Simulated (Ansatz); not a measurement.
Hypothetical CsCl type AsN: N → F

Take AsN in the CsCl type structure (space group Pm-3m, No. 221; a = 2.8288 Å; a hypothetical phase, not in the database extracts checked) as the base.

One thing is altered: every N is replaced by F, then cell and atoms are relaxed.

Method: plane-wave PAW DFT at the r2SCAN level (Ansatz, a quantum-chemistry and plane-wave program, 500 eV), no spin-orbit coupling. Γ-centred 15×15×15 mesh, Fermi–Dirac width 0.05 eV, for the changed cell.

* **Volume per atom**: 13.97 Å³ (base 11.32 Å³)
* **Density**: 5.58 g/cm³ (base 6.52 g/cm³)
* **Space group**: Pm-3m (No. 221) (base Pm-3m (No. 221))
* **Shortest interatomic distance**: 2.628 Å (base 2.450 Å)
* **Band gap**: zero (base zero)

Final structure:

```
AsF
1.0
    3.03445     0.00000     0.00000
    0.00000     3.03445     0.00000
    0.00000     0.00000     3.03445
As F
1 1
Direct
  0.00000   0.00000   0.00000
  0.50000   0.50000   0.50000
```

Whether these cells are dynamically stable was not tested. As relaxed here, AsF is a hypothetical phase, not in the database extracts checked. The final runs are not spin-polarised.
